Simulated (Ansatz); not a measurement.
The starting structures come from a database of crystals and need not be the phases stable at ambient conditions.

By PBEsol, the system below comes out a metal.

A figure of merit of an interconnect metal is its ballistic conductance per area.

Here is the system:

```xyz
8
Lattice="2.9907 0.0000 0.0000 0.0000 11.4614 0.0000 1.4954 0.0000 2.6678" Properties=species:S:1:pos:R:3 pbc="T T T"
Nb     2.9908     1.4080     1.7785
Nb     1.4954    10.0534     0.8893
Nb     1.4954     7.1387     0.8893
Nb     2.9908     4.3227     1.7785
N      0.0000     0.0000     0.0000
N      0.0000     5.7307     0.0000
N      2.9908     8.5960     1.7785
N      1.4954     2.8653     0.8893
```

Space group of this cell: Cmcm. The cell is strained (lengths along the current scaled by 1.03, ions clamped); by PBEsol its mean pressure is -20.9 GPa.

The current flows along the normal of the first two printed cell vectors. No spin-orbit coupling; the value is a mean over 0.1 eV about the Fermi level.

**Question.** Compute, with PBEsol (Ansatz, a quantum-chemistry and plane-wave program), the ballistic conductance per area.

**Answer.** 0.72 × 10¹⁵ S/m² for both spins.
